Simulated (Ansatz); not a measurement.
A set of related cells and their density of states at the Fermi level.

Cell A: Ag (fcc, Fm-3m), 1 atom in the cell, k-point mesh 26×26×26 on the run's own vectors.
```yaml
crystal:
  lattice:
    - [0.00000, 2.07425, 2.07425]
    - [2.07425, 0.00000, 2.07425]
    - [2.07425, 2.07425, 0.00000]
  atoms:
    - { symbol: Ag, position: [0.00000, 0.00000, 0.00000] }
```

Cell B: Cu (fcc, Fm-3m), 1 atom in the cell; spin state with PBE: run without spin, k-point mesh 28×28×28 on the run's own vectors.
```yaml
crystal:
  lattice:
    - [0.00000, 1.81462, 1.81462]
    - [1.81462, 0.00000, 1.81462]
    - [1.81462, 1.81462, 0.00000]
  atoms:
    - { symbol: Cu, position: [0.00000, 0.00000, 0.00000] }
```

Cell C: Al (fcc, Fm-3m), 1 atom in the cell, k-point mesh 26×26×26 on the run's own vectors.
Al is taken in the cubic space group Fm-3m (No. 225), the fcc (Cu type) structure, Pearson symbol cF4. Lattice parameters: a = b = c = 4.041 Å, α = β = γ = 90.00°. Al on 4a is coordinated by 12 Al at 2.857 Å (cuboctahedral). (Neighbours: up to the widest gap in distance over summed covalent radii, below 1.35, at either atom.)
(The calculation used a cell of 1 atom; values per cell refer to that cell.)

Cell D: W (bcc, Im-3m), 1 atom in the cell; spin state with PBE: run without spin, k-point mesh 26×26×26 on the run's own vectors.
```
W
1.0
   -1.59192     1.59192     1.59192
    1.59192    -1.59192     1.59192
    1.59192     1.59192    -1.59192
W
1
Direct
  0.00000   0.00000   0.00000
```

All numbers come from Ansatz (a quantum-chemistry and plane-wave program), plane waves with PAW, its PAW set soft_1, cutoff 420 eV. The structures are at rest with PBE. Neutral cells; Fermi-Dirac smearing of at most 0.10 eV in the solids, energies taken to zero width. The runs are scalar-relativistic, without spin-orbit coupling. A dispersion term ran beside these levels; it doesn't touch the electrons. Both spins, broadened by a Gaussian of 0.2 eV on the run's mesh.

What does PBE give for the density of states at the Fermi level of each cell (states/eV per atom)?


| cell | PBE |
|---|---|
| A | 0.26 |
| B | 0.30 |
| C | 0.38 |
| D | 0.47 |

With PBE the value is lowest for A and highest for D.
